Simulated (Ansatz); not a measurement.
Consider CdS in the zinc blende structure (space group F-43m, No. 216; a = 5.757 Å). Axes: x, y, z lie along the cube axes.

Calculations: LDA (Ansatz, an electronic-structure program), spin-orbit coupling left out.

Before the change:

| Quantity | Value |
|---|---|
| Gap character | direct at Γ |
| Band gap | 0.95 eV |

Now apply this change: tensile biaxial strain of 0.50 % in the plane normal to [001], as in epitaxy on a mismatched substrate; the out-of-plane cell vector and the atoms relax.

Problem. How does this affect the in-plane stress, gap character, energy relative to the base and band gap?

Solution. The mean in-plane stress (compression positive) is -0.3 GPa; the gap character remains direct at Γ; the energy stays essentially unchanged; the band gap shrinks by 0.03 eV, from 0.95 eV to 0.92 eV.

Gaps are Kohn–Sham eigenvalue differences; semilocal functionals usually give less than the measured gap. Whether these cells are dynamically stable was not tested. Labels are those of the standard path for the cell's own space group.
